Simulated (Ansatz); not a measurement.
The band gap in a series of structures.

Cell A: NaCl (rock salt, Fm-3m), 2 atoms in the cell, k-point mesh 10×10×10 on the run's own vectors.
```xyz
2
Lattice="0.0000 2.8475 2.8475 2.8475 0.0000 2.8475 2.8475 2.8475 0.0000" Properties=species:S:1:pos:R:3 pbc="T T T"
Na     0.0000     0.0000     0.0000
Cl     2.8475     2.8475     2.8475
```

Cell B: MgO (rock salt, Fm-3m), 2 atoms in the cell, k-point mesh 14×14×14 on the run's own vectors.
MgO has the cubic space group Fm-3m (No. 225), the rock salt structure, Pearson symbol cF8. Cell: a = 4.2544 Å, b = 4.2544 Å, c = 4.2544 Å, α = 90.00°, β = 90.00°, γ = 90.00°. Mg on 4a is coordinated by 6 O at 2.127 Å (octahedral). O on 4b is coordinated by 6 Mg at 2.127 Å (octahedral). (Neighbours: up to the widest gap in distance over summed covalent radii, below 1.35, at either atom; cation-cation and far metal-metal contacts left out.)
(The calculation used a cell of 2 atoms; values per cell refer to that cell.)

Cell C: C (diamond, Fd-3m), 2 atoms in the cell, k-point mesh 16×16×16 on the run's own vectors.
```yaml
crystal:
  lattice:
    - [0.00000, 1.78577, 1.78577]
    - [1.78577, 0.00000, 1.78577]
    - [1.78577, 1.78577, 0.00000]
  atoms:
    - { symbol: C, position: [0.00000, 0.00000, 0.00000] }
    - { symbol: C, position: [0.25000, 0.25000, 0.25000] }
```

Plane-wave PAW calculations with Ansatz (a quantum-chemistry and plane-wave program), its PAW set soft_1, cutoff 420 eV, 500 eV for r2SCAN. The structures are at rest with PBE; other levels are single points on them. Neutral cells; Fermi-Dirac smearing of at most 0.05 eV in the solids, energies taken to zero width. The lattices are those relaxed with PBE, so at other levels the solids can be strained, which adds to the spread. A dispersion term ran beside these levels; it doesn't touch the electrons. Gaps are highest filled to lowest empty Kohn-Sham level on the run's k-point mesh, states of defects and surfaces included; edges off the mesh make the true gap smaller, and under 0.08 eV counts as none; a gap is called direct where the least direct separation is within 0.02 eV of it.

Q: What does r2SCAN give for the band gap of each cell (eV)?

A: 
```
cell           r2SCAN
----  ---------------
A       5.78 (direct)
B       5.35 (direct)
C     4.34 (indirect)
```

With r2SCAN the value is lowest for C and highest for A.

Q: And at the other levels?

A: 
| cell | PBE |
|---|---|
| A | 5.00 (direct) |
| B | 4.46 (direct) |
| C | 4.13 (indirect) |

With PBE the value is lowest for C and highest for A.
